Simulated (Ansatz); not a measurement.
Base system: Bi2Se3 in the Bi2Te3 type structure (space group R-3m, No. 166; a = 4.145 Å, c = 29.268 Å (hexagonal axes)).

All numbers come from r2SCAN+rVV10 (Ansatz, a quantum-chemistry and plane-wave program; PAW; 500 eV plane waves; scalar-relativistic without spin-orbit coupling), earlier PAW set.

Before the change:

| Item | Value |
|---|---|
| In-plane lattice parameter a | 4.145 Å |
| Shortest interatomic distance | 2.853 Å |

Modification: a free-standing slab of 1 layer (5 atoms, 5 a layer) is cut normal to the stacking axis, with 15 Å of vacuum and the in-plane cell relaxed.

### Question
How does this affect the in-plane lattice parameter a, excess energy per area of both faces, thickness between the outermost nuclei and shortest interatomic distance?

### Answer
The in-plane lattice parameter a decreases by 0.016 Å, from 4.145 Å to 4.129 Å; the excess energy per area of both faces (slab less bulk energy over the cell's area: twice a surface energy) amounts to 0.29 J/m²; the thickness between the outermost nuclei comes out as 7.00 Å; the shortest interatomic distance shrinks by 0.006 Å (2.853 Å → 2.847 Å).

The excess energy carries the mismatch between the slab's and the bulk's meshes. Whether these cells are dynamically stable was not tested.
